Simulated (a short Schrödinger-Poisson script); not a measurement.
Solved with a short Schrödinger-Poisson script written for these runs: 1D Poisson equation in equilibrium, electrons quantum, Hartree (BenDaniel-Duke, 12 states a valley, the channel's in-plane mass for all, wave functions ending at the dielectric), parabolic valleys, classical holes, full ionisation, no traps, pinning or gate leakage.

Structure: MOS inversion layer, SiO2 on p-type Si(100), at 400 K.

From the gate side: 3 nm SiO2; 230 nm Si, acceptors 3.4e18 cm⁻³.

The device is made up for the run: typed textbook-type constants, with dimensions and the other settings drawn at random. SiO2: permittivity 3.9, conduction-band edge (eV) 3.15, gap (eV) 9, electron mass (mₑ) 0.5. Si: permittivity 11.7, conduction-band edge (eV) 0, gap (eV) 1.124, Nv at 300 K (cm⁻³) 3.1e19.

Channel valleys (confinement mass, in-plane density-of-states mass, number): Δ2 0.916, 0.19, 2; Δ4 0.19, 0.417, 4. At the gate the conduction-band edge of layer 1 lies 3.73 eV − eVg above the Fermi level of the channel; the field vanishes at the back. Gaps are held at their typed values at every temperature. Mesh 0.03 nm at interfaces.

### Question
Give the gate voltage at 1e11 electrons/cm² (V); the sheet density of all electrons at Vg = 1.8 V (cm⁻²); the sheet density of all electrons at Vg = 3 V (cm⁻²).

### Answer
gate voltage at 1e11 electrons/cm² (V): 1.57; sheet density of all electrons at Vg = 1.8 V (cm⁻²): 8.83e11; sheet density of all electrons at Vg = 3 V (cm⁻²): 7.95e12.
